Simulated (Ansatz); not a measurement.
Start from SnO₂ in the rutile structure (space group P4_2/mnm, No. 136; a = 4.8275 Å, c = 3.2382 Å). Axes: x, y, z lie along a, b, c of the conventional cell.

It is then changed as follows: the cell is compressed by 2.69 % along z with no lateral relaxation; the atoms relax in the strained cell.

Levels (all Ansatz, a quantum-chemistry and plane-wave program, PAW): PBE (420 eV, no spin-orbit coupling); PBE+SOC (420 eV, spin-orbit coupling included).

The geometry is relaxed with PBE.

| Property | Value |
|---|---|
| PBE lowest conduction level above the VBM at special points | Γ 1.05 eV; X 4.19 eV; A 4.55 eV; M 4.68 eV |
| PBE valence-band top at Γ | 0.00, -0.80, -0.80 eV |
| PBE electron mass | 0.18 mₑ along z, 0.21 mₑ across (at Γ) |

Problem. Predict the lowest conduction level above the VBM at special points, valence-band top at Γ and electron mass from PBE+SOC.

Solution. The lowest conduction level above the VBM at special points goes from Γ 1.05 eV; X 4.19 eV; A 4.55 eV; M 4.68 eV to Γ 1.05 eV; X 4.19 eV; A 4.55 eV; M 4.69 eV; the valence-band top at Γ (three highest Kramers pairs, from the VBM) becomes 0.00, -0.79, -0.81 eV (PBE: 0.00, -0.80, -0.80 eV); the electron mass stays 0.18 mₑ along z, 0.21 mₑ across (at Γ).

Single points use the geometry relaxed with PBE. Differences between runs with and without spin-orbit coupling are approximate. The levels and masses belong to the bands next to the band gap. Effective masses come from finite differences of ±0.01 Å⁻¹. Stability against distortions was not tested.
